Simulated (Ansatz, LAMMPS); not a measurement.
**Ge well of 9 atomic layers along [001] in random Si0.2Ge0.8, interfaces graded over 4 layers**

Cell 17.11 × 17.11 × 51.49 Å, Si106Ge542, 648 atoms. Prepared with Tersoff's 1989 multicomponent potential (SiCGe.tersoff) (LAMMPS): minimisation. 

Level of theory: PBE, support functions at accuracy medium on the grid of 370 eV (norm-conserving potentials; Ansatz, an electronic-structure program).

Basis: localised support functions (accuracy medium) on a full density matrix. k-points: zone centre alone; occupations: Fermi-Dirac, 0.010 eV; spin polarisation not allowed. Scalar-relativistic, no spin-orbit coupling.

```
Quantity                                                                                     Value
----------------------------------------------  --------------------------------------------------
Kohn-Sham gap of the cell on its k-mesh                                                    0.09 eV
weight of the highest filled level on the well                                                0.49
weight of the lowest empty level on the well                                                  0.26
coordination (neighbours within 2.933 Å)                                            100.0 % 4-fold
Ge-Ge bonds, mean ± spread                                                         2.488 ± 0.006 Å
Ge-Si bonds, mean ± spread                                                         2.441 ± 0.007 Å
Si-Si bonds, mean ± spread                                                         2.391 ± 0.006 Å
bond angles, mean ± spread                                                           109.5° ± 1.0°
pressure                                                                                 -0.08 GPa
cost of the final run                           roughly 30 core-minutes, 16 SCF iterations, 13 GiB
```
